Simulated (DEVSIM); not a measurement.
System: Co/SiO2/n-Ge capacitor, at 300 K.

Layer 1 from the left is SiO2, thickness (nm) 1.30. Layer 2 from the left is Ge, thickness (nm) 10000, Nd (cm⁻³) 3.3e14.

Metal gate on the left, work function 5 eV. Fixed charge at the semiconductor interface -4.8e11 cm⁻² (in units of +e); no interface traps.

This is a model device: material constants are rounded textbook-type values typed into the input, and sizes, dopings and lifetimes were drawn at random. Values at 300 K.

SiO2: gap (eV) 9, affinity (eV) 0.9, permittivity 3.9. Ge: gap (eV) 0.664, affinity (eV) 4, permittivity 16, Nc (cm⁻³) 1.04e19, Nv (cm⁻³) 6e18.

Problem. Estimate by hand the flat-band voltage, the threshold voltage, and compare with a numerical solution.

Solution. 
- Flat-band voltage: C = 2.66 μF/cm², work-function difference 0.732 V; VFB = φms − qNf/C = 0.76 V; numerical 0.76 V.
- Threshold voltage: φF = 0.071 V, depletion charge √(4εqNφF) = 4.63e-9 C/cm²; VT = VFB − 2φF − Qd/C = 0.62 V; numerical 0.62 V.

DEVSIM, 1D Poisson equation in equilibrium, Boltzmann statistics, complete ionisation; no quantum confinement or tunnelling. Metal contacts follow the ideal Schottky-Mott rule: no Fermi-level pinning, no interface dipoles.
